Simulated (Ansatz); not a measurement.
Effect of pressure 7.5 GPa on SnS2

The reference is SnS$_{2}$ in the CdI2 type structure (space group P-3m1, No. 164; a = 3.626 Å, c = 5.574 Å; layered, stacked along the Cartesian z axis).

Now apply this change: cell and atoms relaxed at a pressure of 7.5 GPa.

Computed with PBEsol-D3(BJ) in Ansatz (plane waves to 420 eV, PAW, no spin-orbit coupling), earlier PAW set. k-mesh 11×11×6 (Γ-centred); smearing 0.05 eV (Fermi–Dirac).

| quantity | base | changed | shift |
|---|---|---|---|
| volume per atom | 21.15 Å³ | 18.78 Å³ | -2.37 Å³ |
| density | 4.78 g/cm³ | 5.39 g/cm³ | +0.604 g/cm³ |
| lattice parameter a | 3.626 Å | 3.556 Å | -0.070 Å |
| c/a ratio | 1.537 | 1.448 | -0.0896 |
| enthalpy H = E + PV relative to the base's energy | – | +0.93 eV/atom | – |
| band gap (an upper bound: an edge found on the path is not a true extremum; the changed cell) | 0.96 eV | 0.34 eV | -0.62 eV |

Final structure:

```
CELL_PARAMETERS angstrom
      3.55564     0.00000     0.00000
     -1.77782     3.07927     0.00000
      0.00000     0.00000     5.14686
ATOMIC_POSITIONS crystal
  Sn 0.00000 0.00000 0.00000
  S  0.33333 0.66667 0.28531
  S  0.66667 0.33333 0.71469
```

Cost of the whole job for the changed cell (relaxation, final SCF and bands): roughly 30 core-seconds.

Load acts through the strain it causes; cell and atoms are relaxed under it. Stability against distortions was not tested. No other phases were tried under pressure.

Ansatz is a quantum-chemistry and plane-wave program.
